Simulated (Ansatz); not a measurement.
## Pd: tensor shear ε_xy = +1.43 %

Take Pd in the fcc (Cu type) structure (space group Fm-3m, No. 225; a = 3.9104 Å; relaxed with 0.1 eV smearing) as the base. Axes: x, y, z lie along the cube axes.

Perturbation: a pure shear with ε_xy = ε_yx = 0.0143; the atoms relax in the strained cell.

All numbers come from r2SCAN/PAW in Ansatz (an electronic-structure program), no SOC. Settings: 29×29×29 k-points, 0.1 eV Fermi–Dirac smearing.

* **Volume per atom**: 14.95 Å³ (base 14.95 Å³)
* **Space group**: Immm (No. 71) (base Fm-3m (No. 225))
* **Energy relative to the base (free energy F)**: +2.8 meV/atom
* **Band gap**: zero (base zero)
* **Stress (xx, yy, zz, yz, xz, xy; compression positive)**: (0.3, 0.3, 0.0, 0.0, 0.0, -2.1) GPa

Whether these cells are dynamically stable was not tested. The final runs are not spin-polarised. Pd has a high density of states at the Fermi level and may be magnetic at this level.
